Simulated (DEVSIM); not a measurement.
Structure: abrupt GaAs p-n junction, at 300 K.

| layer (left to right) | material | thickness (μm) | Nd (cm⁻³) | Na (cm⁻³) | τn (s) | τp (s) |
|---|---|---|---|---|---|---|
| 1 | GaAs | 8.40 | - | 1.6e15 | 8.6e-9 | 8.6e-9 |
| 2 | GaAs | 20.0 | 9.8e14 | - | 8.6e-9 | 8.6e-9 |

Left contact: ohmic. Right contact: ohmic. Voltage is applied to the left contact. Recombination: SRH at mid-gap. Mobility is μmin + (μ − μmin)/(1 + (N/Nref)^α).

Constants are typed, rounded textbook-type inputs, not results; the design itself was drawn at random and stands for no fabricated device. Values at 300 K. The table also holds parameters that only a changed run uses.

```tsv
parameter	GaAs
gap (eV)	1.424
affinity (eV)	4.07
permittivity	12.9
Nc (cm⁻³)	4.7e17
Nv (cm⁻³)	9e18
μn (cm²/Vs)	8500
μp (cm²/Vs)	400
μn,min	500
μp,min	20
Nref,n	6e16
Nref,p	1.5e17
αn	0.39
αp	0.38
Cn (cm⁶/s)	1e-30
Cp (cm⁶/s)	1e-30
```

Simulated with DEVSIM: 1D drift-diffusion, Boltzmann statistics, complete ionisation; no tunnelling, impact ionisation, image-force lowering or self-heating.

Base results: dark forward voltage at 1 A/cm² (V) 0.945; potential step across the device at zero bias (V) 1.041; dark forward voltage at 100 A/cm² (V) 1.280; largest field in the device at zero bias (V/cm) 13000.

**Question.** What follows from this one change: thickness of layer 1 8.4 → 2.9 μm?

**Answer.** dark forward voltage at 1 A/cm² 0.945 → 0.921 V; potential step across the device at zero bias little changed (1.041 V); dark forward voltage at 100 A/cm² 1.280 → 1.209 V; largest field in the device at zero bias little changed (13000 V/cm).

**Question.** What follows from this one change: doping Nd of layer 2 9.8e+14 → 9.8e+13 cm^-3?

**Answer.** dark forward voltage at 1 A/cm² little changed (0.944 V); potential step across the device at zero bias 1.041 → 0.982 V; dark forward voltage at 100 A/cm² 1.280 → 1.625 V; largest field in the device at zero bias 13000 → 5000 V/cm.

**Question.** What follows from this one change: constant mobility in place of the doping-dependent one?

**Answer.** dark forward voltage at 1 A/cm² 0.945 → 0.940 V; potential step across the device at zero bias little changed (1.041 V); dark forward voltage at 100 A/cm² 1.280 → 1.241 V; largest field in the device at zero bias little changed (13000 V/cm).
